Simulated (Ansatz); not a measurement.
Consider Bi2Te3 in the Bi2Te3 type structure (space group R-3m, No. 166).

```yaml
crystal:
  lattice:
    - [2.19356, 1.26645, 10.09527]
    - [-2.19356, 1.26645, 10.09527]
    - [0.00000, -2.53291, 10.09527]
  atoms:
    - { symbol: Bi, position: [0.40015, 0.40015, 0.40015] }
    - { symbol: Bi, position: [0.59985, 0.59985, 0.59985] }
    - { symbol: Te, position: [0.00000, 0.00000, 0.00000] }
    - { symbol: Te, position: [0.20935, 0.20935, 0.20935] }
    - { symbol: Te, position: [0.79065, 0.79065, 0.79065] }
```

Cartesian axes are those of the cell as printed.

Method: Ansatz (an electronic-structure program), PBE-D3(BJ), PAW, cutoff 420 eV, spin-orbit coupling left out.

For the base:

The electron mass is 0.13 mₑ along c, 0.074 mₑ across (at Γ) and the pressure is 0.00 GPa.

Perturbation: uniaxial strain ε_zz = +4.71 %, all other strain components held at zero, atoms relaxed at fixed cell.

Task: What does the calculation give for the electron mass and pressure after the change?

Result: The electron mass becomes 0.27 mₑ along z, 0.078 mₑ across (at Γ) (base: 0.13 mₑ along c, 0.074 mₑ across (at Γ)); the pressure (mean of the normal stresses, compression positive) goes from zero to -1.07 GPa.

With Bi and Te present, leaving out spin-orbit coupling can change the band edges. The levels and masses belong to the bands next to the band gap. Effective masses come from finite differences of ±0.01 Å⁻¹. Stability against distortions was not tested.
